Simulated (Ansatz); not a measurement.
Base system: MnB (space group Pnma, No. 62; a = 5.361 Å, b = 2.961 Å, c = 4.066 Å; ferromagnetic). Axes: x, y, z lie along a, b, c of the conventional cell.

Computed with PBEsol (Ansatz, an electronic-structure program, PAW, no spin-orbit coupling).

For the base:

| Quantity | Result |
|---|---|
| Pressure | 0.0 GPa |
| Volume per atom | 8.07 Å³ |

Modification: tensile biaxial strain of 0.92 % in the plane normal to [001], as in epitaxy on a mismatched substrate; the out-of-plane cell vector and the atoms relax.

**Question.** What does the calculation give for the pressure after the change?

**Answer.** The pressure (mean of the normal stresses, compression positive) goes from zero to -3.5 GPa.

**Question.** What does the calculation give for the volume per atom after the change?

**Answer.** The volume per atom goes up by 0.106 Å³ (8.07 Å³ → 8.17 Å³).

Other magnetic orders, which the real material may have, were not ruled out. Without a gap, meshes like the base's 8×15×11 leave anisotropic stresses uncertain by several tenths of a GPa, and small strain energies with them. Stability against distortions was not tested.
